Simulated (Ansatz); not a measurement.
Faces of wurtzite ZnS (a metastable polymorph) in 1x1 cells, as slabs relaxed from ideal cuts; for each face the lowest of the symmetric, stoichiometric cuts and spin starts that were computed. The slabs keep the symmetry of their cuts; real faces may buckle, or reconstruct in larger cells. No spin-orbit coupling, no Hubbard U.

Method: PBE (plane waves to 420 eV, PAW; Ansatz, a program for electronic structure).

```
face     cell area (Å²)  outermost plane spacing of the ideal cut (Å)  γ unrelaxed (J/m²)  γ relaxed (J/m²)  ionisation potential, top face (eV)
-------  --------------  --------------------------------------------  ------------------  ----------------  -----------------------------------
(10-10)           24.25                                          1.11                0.73              0.38                                 6.07
(11-20)           42.00                                          1.92                0.75              0.37                                  [?]
(21-30)           64.15                                          0.42                0.76              0.38                                 6.06
```

Problem. What belongs in the gaps?

Solution. 
- (11-20), ionisation potential, top face (eV): 6.03
